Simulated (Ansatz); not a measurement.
Take Zr in the hcp (Mg type) structure (space group P6_3/mmc, No. 194; a = 3.1842 Å, c = 5.1167 Å) as the base.

Levels (all Ansatz, an electronic-structure program, PAW): PBEsol (420 eV, no spin-orbit coupling); r2SCAN (500 eV, without spin-orbit coupling).

The geometry is relaxed with PBEsol.

| Property | Result |
|---|---|
| PBEsol pressure | 0.0 GPa |

With r2SCAN at the same geometry, the pressure goes from zero to 4.6 GPa.

Single points use the geometry relaxed with PBEsol. Their cutoffs differ, which shifts pressures a little. Stability against distortions was not tested. All final runs are without spin polarisation.
